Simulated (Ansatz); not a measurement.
Base system: MoSi$_{2}$ (space group I4/mmm, No. 139; relaxed with 0.1 eV smearing).

```
CELL_PARAMETERS angstrom
     -1.60839     1.60839     3.93729
      1.60839    -1.60839     3.93729
      1.60839     1.60839    -3.93729
ATOMIC_POSITIONS crystal
  Si 0.66492 0.66492 0.00000
  Si 0.33508 0.33508 0.00000
  Mo 0.00000 0.00000 0.00000
```

Cartesian axes are those of the cell as printed.

Method: PBE, PAW, 420 eV (Ansatz, a quantum-chemistry and plane-wave program; spin-orbit coupling left out).

Perturbation: the cell is compressed by 1.00 % along z with no lateral relaxation; the atoms relax in the strained cell.

Q: Predict the stress tensor and what it implies for the stiffness.

A: Stress of the strained cell less that of the base (GPa, compression positive):
```
    0.9     0.0     0.0
    0.0     0.9     0.0
    0.0     0.0     5.1
```

Then −Δσ_ii/ε with ε = -0.0100 gives relaxed-ion elastic constants: C33 ≈ 511 GPa, C13 ≈ 91 GPa and C23 ≈ 91 GPa.

Stability against distortions was not tested. All final runs are without spin polarisation.
